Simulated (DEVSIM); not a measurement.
System: abrupt Si n-p junction, at 400 K.

| layer (left to right) | material | thickness (μm) | Nd (cm⁻³) | Na (cm⁻³) | τn (s) | τp (s) |
|---|---|---|---|---|---|---|
| 1 | Si | 0.870 | 7.8e15 | - | 1.5e-5 | 1.5e-5 |
| 2 | Si | 12.0 | - | 2e17 | 1.5e-5 | 1.5e-5 |

Left contact: ohmic. Right contact: ohmic. Voltage is applied to the left contact. Recombination: SRH at mid-gap, Auger. Mobility is μmin + (μ − μmin)/(1 + (N/Nref)^α).

This is a model device: material constants are rounded textbook-type values typed into the input, and sizes, dopings and lifetimes were drawn at random. Values at 300 K; Nc and Nv go as T^1.5, mobilities as T to minus their exponent, the gap by Varshni's rule with the affinity fixed.

```tsv
parameter	Si
gap (eV)	1.124
affinity (eV)	4.05
permittivity	11.7
Nc (cm⁻³)	2.86e19
Nv (cm⁻³)	3.1e19
μn (cm²/Vs)	1417
μp (cm²/Vs)	470
μn,min	52
μp,min	45
Nref,n	9.7e16
Nref,p	2.2e17
αn	0.68
αp	0.72
T exponent of μn	2.3
T exponent of μp	2.2
Cn (cm⁶/s)	2.8e-31
Cp (cm⁶/s)	9.9e-32
Varshni α (eV/K)	0.000473
Varshni β (K)	636
```

DEVSIM, 1D drift-diffusion, Boltzmann statistics, complete ionisation; no tunnelling, impact ionisation, image-force lowering or self-heating.

**Question.** Tabulate band edges, carrier densities and field at zero bias.

**Answer.** Energies count from the Fermi level of the right contact; mesh points crowd at the junctions.

```
x (μm)   Ec (eV)  Ev (eV)  n (cm⁻³)  p (cm⁻³)  field (V/cm)
-------  -------  -------  --------  --------  ------------
0.000      0.298   -0.799    7.8e15     4.1e9           ≈ 0
0.02548    0.298   -0.799    7.8e15     4.1e9           ≈ 0
0.08044    0.298   -0.799    7.8e15     4.1e9           ≈ 0
0.1864     0.298   -0.799    7.8e15     4.1e9           ≈ 0
0.5008     0.303   -0.793    6.7e15     4.8e9           970
0.6982     0.419   -0.677    2.3e14    1.4e11         15000
0.8006     0.632   -0.465    4.9e11    6.6e13         27000
0.8578     0.807   -0.289     3.0e9    1.1e16         36000
0.8793     0.882   -0.215     3.4e8    9.4e16         22000
0.9153     0.907   -0.190     1.7e8    1.9e17           920
0.9961     0.908   -0.189     1.6e8    2.0e17           ≈ 0
1.244      0.908   -0.189     1.6e8    2.0e17           ≈ 0
1.708      0.908   -0.189     1.6e8    2.0e17           ≈ 0
2.639      0.908   -0.189     1.6e8    2.0e17           ≈ 0
5.801      0.908   -0.189     1.6e8    2.0e17           ≈ 0
9.343      0.908   -0.189     1.6e8    2.0e17           ≈ 0
11.25      0.908   -0.189     1.6e8    2.0e17           ≈ 0
12.11      0.908   -0.189     1.6e8    2.0e17           ≈ 0
12.61      0.908   -0.189     1.6e8    2.0e17           ≈ 0
12.76      0.908   -0.189     1.6e8    2.0e17           ≈ 0
12.83      0.908   -0.189     1.6e8    2.0e17           ≈ 0
12.87      0.908   -0.189     1.6e8    2.0e17           ≈ 0
```
